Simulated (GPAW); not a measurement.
A working GPAW input for C (P6_3/mmc, 2 atoms in the cell) (DFT PBE, plane waves, GPAW PAW datasets PBE (gpaw-data 1.0.1)):

```python
from ase import Atoms
from ase.units import GPa
from gpaw import GPAW

atoms = Atoms(['C', 'C'],
              cell=[[2.156544, 0.000000, 0.000000],
                    [-1.078272, 1.867621, 0.000000],
                    [0.000000, 0.000000, 3.501351]],
              scaled_positions=[[0.333333, 0.666667, 0.250000],
                                [0.666667, 0.333333, 0.750000]],
              pbc=True)

calc = GPAW(mode={'name': 'pw', 'ecut': 900},
            xc='PBE',
            kpts={'size': (14, 14, 8), 'gamma': True},
            occupations={'name': 'methfessel-paxton', 'width': 0.272, 'order': 1},
            nbands=-8,
            convergence={'density': 1e-05},
            symmetry={'symmorphic': False, 'tolerance': 0.0005},
            maxiter=150)

atoms.calc = calc

energy = atoms.get_potential_energy()
print('Energy (eV):', round(energy, 6))
forces = atoms.get_forces()
print('Forces (eV/Ang):')
print(forces.round(5))
stress = atoms.get_stress()
print('Stress (GPa, Voigt):', (stress / GPa).round(4))
```

The run converged in 10 iterations: free energy E − TS (from the program's reference atoms) -9.4542 eV; Fermi level (on the code's own zero) 9.84 eV. Each of these slips is then made, one at a time:

(1)
```diff
-            nbands=-8,
+            nbands=4,
```

(2)
```diff
-              cell=[[2.156544, 0.000000, 0.000000],
-                    [-1.078272, 1.867621, 0.000000],
-                    [0.000000, 0.000000, 3.501351]],
+              cell=[[1.141194, 0.000000, 0.000000],
+                    [-0.570597, 0.988302, 0.000000],
+                    [0.000000, 0.000000, 1.852835]],
-            maxiter=150)
+            maxiter=60)
```

(3)
```diff
-                                [0.666667, 0.333333, 0.750000]],
-              pbc=True)
+                                [0.666667, 0.333333, 0.750000]])
```

Task: Predict the outcome of each change.

Result: 
(1) Too few bands. The run converged in 105 iterations without an error; against the sound input the free energy goes up by 1.26 eV/atom.

(2) Cell lengths in the wrong unit (bohr against Å). The run converged in 11 iterations without an error; against the sound input the free energy rises by 43.0 eV/atom.

(3) Periodic boundary conditions left out. The program stopped before any SCF iteration, with the message: ValueError: K-points can only be used with PBCs!.

The starting cell was generated: these elements placed on a structure prototype, without a prior relaxation; it need not be a known phase or ordering of this composition. Its lattice was rescaled by a random factor within 2.5 % of one.

Left out of this page: 4 runs of the series outside the window shown, repeating another row's setting, or not comparable.
